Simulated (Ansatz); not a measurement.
Lattice parameter c of ZrB₂ (model structure, P6₃/mmc, No. 194, 6 atoms in the cell) at several levels of theory

No measured value is used here.

| level (code) | value (Å) |
|---|---|
| LDA (Ansatz) | [?] |
| PBE (Ansatz) | [?] |
| PBEsol (Ansatz) | 8.493 |
| PBE-D3(BJ) (Ansatz) | 8.494 |
| r²SCAN (Ansatz) | 8.530 |
| r²SCAN+rVV10 (Ansatz) | 8.524 |

Task: Complete the blanks.

Result: 
- LDA (Ansatz, a quantum-chemistry and plane-wave program), value (Å): 8.448
- PBE (Ansatz), value (Å): 8.553

Cutoffs differ between the levels. Ansatz's density-functional and Hartree–Fock values are scalar-relativistic unless marked +SOC, with PAW data made under PBE.

A model structure was made by putting elements into a prototype or built by hand; it is no filed structure, need not be a known phase, and can be a saddle point held by its symmetry.
